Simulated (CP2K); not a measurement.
Worked example: self-consistent single point of Ti3Al (P1, 4 atoms in the cell) in CP2K.

Method: PBEsol, GPW, TZVP-MOLOPT-SR-GTH basis, GTH-PBE potentials (GTH_POTENTIALS) in CP2K 2026.2.

The change in words: atoms moved at random. Reference geometry:
```
Ti3Al
1.0
    2.92754     0.00000     0.00000
   -1.46377     2.53532     0.00000
    0.00000     0.00000     9.22636
Ti Al
3 1
Direct
  0.66667   0.33333   0.00000
  0.33333   0.66667   0.75059
  0.33333   0.66667   0.24941
  0.66667   0.33333   0.50000
```

Reference input (self-consistent single point, DFT PBEsol, GPW, TZVP-MOLOPT-SR-GTH basis, GTH-PBE potentials (GTH_POTENTIALS)): CUTOFF = 600 Ry; REL_CUTOFF = 50 Ry; SMEAR/METHOD = GAUSSIAN; SIGMA = 0.136 eV; KPOINTS/SCHEME = MONKHORST-PACK 10 10 3; GAMMA_CENTERED = T; XC_FUNCTIONAL = PBE:PBESOL; Ti/BASIS_SET = TZVP-MOLOPT-SR-GTH; Ti/POTENTIAL = GTH-PBE-q12; Al/BASIS_SET = TZVP-MOLOPT-SR-GTH; Al/POTENTIAL = GTH-PBE-q3; METHOD = GPW. This run's input differs from it in these lines:

```diff
@@ -72,6 +72,6 @@
     &COORD
-      Ti       1.46377146     0.84510715     0.00000000
-      Ti      -0.00000146     1.69021685     6.92521355
-      Ti      -0.00000146     1.69021685     2.30114645
-      Al       1.46377146     0.84510715     4.61318000
+      Ti       1.50318347     0.88585235    -0.01498361
+      Ti      -0.02744276     1.70192751     6.97020128
+      Ti      -0.03387457     1.71181020     2.26492376
+      Al       1.48567532     0.77105541     4.61939857
     &END COORD
```

The program printed (abridged):

```
 SCF WAVEFUNCTION OPTIMIZATION

  Step     Update method      Time    Convergence         Total energy    Change
     1 NoMix/Diag. 0.30E+00      -     0.76814714      -177.4351648384 -1.77E+02
     2 Broy./Diag. 0.30E+00      -     0.05736513      -178.4004570507 -9.65E-01
     3 Broy./Diag. 0.30E+00      -     0.05233514      -177.2280938231  1.17E+00
     4 Broy./Diag. 0.30E+00      -     0.02802946      -176.5394969998  6.89E-01
     5 Broy./Diag. 0.30E+00      -     0.03144327      -176.2935504763  2.46E-01
     6 Broy./Diag. 0.30E+00      -     0.00545166      -176.3929233842 -9.94E-02
   [... 8 lines left out ...]
    15 Broy./Diag. 0.30E+00      -     0.00000061      -176.3901202955  2.90E-06
    16 Broy./Diag. 0.30E+00      -     0.00000012      -176.3901185374  1.76E-06
    17 Broy./Diag. 0.30E+00      -     0.00000010      -176.3901193451 -8.08E-07
    18 Broy./Diag. 0.30E+00      -     0.00000005      -176.3901198353 -4.90E-07
  *** SCF run converged in    18 steps ***

  Overlap energy of the core charge distribution:               0.00000000000000
  Self energy of the core charge distribution:               -326.33913279946540
  Core Hamiltonian energy:                                     82.48563055953852
  Hartree energy:                                              89.90955711835954
  Exchange-correlation energy:                                -22.44509784079279
  Smearing free energy correction:                             -0.00107687293807
  Fermi energy:                                                 0.35467090692285

  Total energy:                                              -176.39011983525253
  Total energy (extrapolated to sigma->0):                   -176.38958139878349

   [... lines left out ...]

 STRESS| Analytical stress tensor [bar]
 STRESS|                        x                   y                   z
 STRESS|      x       -2.71244003662E+04   8.55964736820E+03  -1.65470549747E+02
 STRESS|      y        8.55964736820E+03  -2.29544420302E+04   1.01456738451E+02
 STRESS|      z       -1.65470549747E+02   1.01456738451E+02  -2.36541481193E+04
 STRESS| 1/3 Trace                                            -2.45776635052E+04
```

The run converged in 18 iterations. Against the reference run the free energy goes up by 4.8 meV/atom, the pressure goes from -2.69 to -2.46 GPa and the largest force goes from 0.103 to 0.273 eV/Å.

The starting cell comes from a database of computed structures (which also holds hypothetical and non-ambient phases and stackings), without a prior relaxation at this level. For this run, on top of that: atoms moved at random. Spin polarisation is off. Values carry the incompleteness of an atom-centred basis. The potentials were made for another functional than the one used.

Cost on one core of a shared machine: roughly 3 min.
